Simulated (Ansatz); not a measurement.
## A short convergence ladder for HgPt3 (Cmm2, 4 atoms in the cell)

```xyz
4
Lattice="2.9056 -3.9607 0.0000 2.9056 3.9607 0.0000 0.0000 0.0000 2.8970" Properties=species:S:1:pos:R:3 pbc="T T T"
Hg     0.0000     0.0000     0.0500
Pt     2.9056     0.0000     0.0000
Pt     1.4528     1.9803     1.4485
Pt     1.4528    -1.9803     1.4485
```

Base method: PBEsol, default PAW files made with PBE (plane waves; Ansatz, a first-principles code).

Base settings: basis.ecutwfc = 420 eV; kpoints.mp_grid.grid = 6 6 9; hamiltonian.xc = pbesol; hamiltonian.pseudopotentials = {kind: paw} (the program's default PAW files); scf.occupations.method = fermi_dirac; scf.occupations.width = 0.1 eV.

The count of work is k-points × plane waves × bands × iterations; it is no time. 

**The cutoff for other potential files**

Level: DFT, PBEsol, plane waves, harder PAW files (source: ansatz) made with PBE.

In this ladder: hamiltonian.pseudopotentials = {kind: paw, source: ansatz}.

The second cell is the first with its lattice scaled by 0.98.

The mesh stays at the base's, so the ladder's end is converged at best in this setting alone.

The first pressure column holds Ansatz's estimate of the finite-basis (Pulay) stress, which hides part of the cutoff error; the other is without it.

Only quantities that move along the ladder and can be compared are tabulated.

| basis.ecutwfc | free energy less the last step's (meV/atom) | energy of the compressed cell less the first (meV/atom) | pressure (GPa) | pressure without the Pulay estimate (GPa) | largest difference of a force vector from the last step's (eV/Å) | count of work / last |
|---|---|---|---|---|---|---|
| 310 eV | 5046.58 | -74.32 | -17.26 | -243.19 | 0.043 | 0.10 |
| 380 eV | 941.78 | -7.87 | -7.77 | -65.86 | 0.030 | 0.14 |
| 485 eV | 58.24 | -12.96 | -8.31 | -13.34 | 0.001 | 0.21 |
| 585 eV | 3.94 | -12.50 | -8.22 | -8.54 | 0.000 | 0.28 |
| 690 eV | 1.45 | -12.51 | -8.22 | -8.23 | 0.000 | 0.36 |
| 830 eV | 1.14 | -12.51 | -8.22 | -8.23 | 0.000 | 0.47 |
| 1035 eV | 0.76 | -12.51 | -8.22 | -8.23 | 0.000 | 0.65 |
| 1380 eV | 0.00 | -12.52 | -8.22 | -8.30 | 0.000 | 1.0 |

Coarsest basis.ecutwfc that holds the forces within 0.02 eV/Å of the last step, with all finer ones: 485 eV, at 0.21 of the last step's count of work; the step before is off by 0.030 eV/Å.

Coarsest basis.ecutwfc that holds the pressure without the Pulay estimate within 0.5 GPa of the last step, with all finer ones: 585 eV, at 0.28 of the last step's count of work; the step before is off by 5.0 GPa.

State of the free energy at the end of the ladder: still drifting one way, by 1.1 meV/atom over the last two steps, so the last step is no safe reference.

The energy difference between the two cells stays within 1 meV/atom of the last step's from 485 eV on, the total only from 1035 eV on: much of the error is common to both cells and cancels.

At the lowest cutoff the pressure without the Pulay estimate lies 235 GPa under the last step's, the usual sign of Pulay stress in an incomplete plane-wave basis.

On the base run: the starting cell comes from a database of computed structures (which also holds hypothetical and non-ambient phases and stackings), without a prior relaxation at this level. Its lattice was rescaled by up to half a per cent. One atom was moved a little off its site on purpose. Spin polarisation is off. In the base run, with a pressure of about -8 GPa the cell is away from its equilibrium volume at this level.

Keys are those of Ansatz 0.2.
